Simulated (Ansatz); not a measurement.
hcp Ti (0 0 1) on rock-salt MgO (1 1 1) (film strained to the substrate, started from cuts of the bulks and a machine-learned relaxation; slabs Mg5O6 and Ti4, which can lie off the formulas)

A periodic stack without vacuum, hcp Ti (0 0 1) on rock-salt MgO (1 1 1) (film strained to the substrate, started from cuts of the bulks and a machine-learned relaxation; slabs Mg5O6 and Ti4, which can lie off the formulas): substrate slab Mg5O6, film Ti4, surface cells [[0, -1], [1, -1]] and [[-1, -1], [0, -1]], film strained by +2.4 and +2.4 %, outermost planes O/O and Ti/Ti as cut, which need not be the usual terminations and can put a slab off its formula.

The start was prepared with a machine-learned potential, and the result is one local minimum, with the in-plane cell held and forces under 0.04 eV/Å; the film can end far from its bulk form.

Calculation: PBE (plane waves to 420 eV, PAW; Ansatz, a first-principles code). Spin–orbit coupling is left out; the runs are not spin-polarised; PBE gaps are too small against experiment. Its k-point mesh 12×12×1, Fermi–Dirac width 0.05 eV.

The interface area is 7.8 Å². The period is 21.81 Å and the heights between the nearest atoms of the two slabs at the two interfaces comes out as 1.39 and 1.39 Å. The Mg–Ti contacts across the interfaces within 1.22 times the sum of covalent radii is 6, mean 3.12 Å and the O–Ti contacts across the interfaces within 1.22 times the sum of covalent radii is 6, mean 2.22 Å. The hole barrier (PBE) comes out as 3.88 eV. The electron barrier (PBE) is 0.58 eV.

```
Mg5Ti4O6
1.0
    3.00758     0.00006     0.03328
    1.50374     2.60484     0.01659
   -1.75977    -0.87449    21.79289
Mg O Ti
5 6 4
Direct
  0.65080   0.24139   0.08277
  0.02177   0.61259   0.19550
  0.39257   0.98350   0.30813
  0.76350   0.35444   0.42074
  0.13436   0.72537   0.53345
  0.96568   0.55637   0.02764
  0.33624   0.92693   0.13915
  0.70713   0.29804   0.25180
  0.07797   0.66895   0.36444
  0.44891   0.03986   0.47705
  0.81953   0.41045   0.58852
  0.50739   0.09842   0.65227
  0.20809   0.79867   0.75391
  0.57685   0.16821   0.86222
  0.27769   0.86843   0.96391
```
